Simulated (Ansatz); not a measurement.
The reference is Mo in the bcc (W type) structure (space group Im-3m, No. 229; a = 3.151 Å; relaxed with 0.1 eV smearing). Axes: x, y, z lie along the cube axes.

Level of theory: plane-wave PAW DFT at the r2SCAN level (Ansatz, an electronic-structure program, 500 eV), no SOC.

Before the change:

- Shortest interatomic distance: 2.729 Å

Perturbation: compressive biaxial strain of 0.83 % in the plane normal to [111], as in epitaxy on a mismatched substrate; the out-of-plane cell vector and the atoms relax.

Estimate the effect on the out-of-plane strain and shortest interatomic distance.

The out-of-plane strain is +0.84 %; the shortest interatomic distance falls by 0.018 Å to 2.711 Å.

No phonon test of stability was made. All final runs are without spin polarisation.
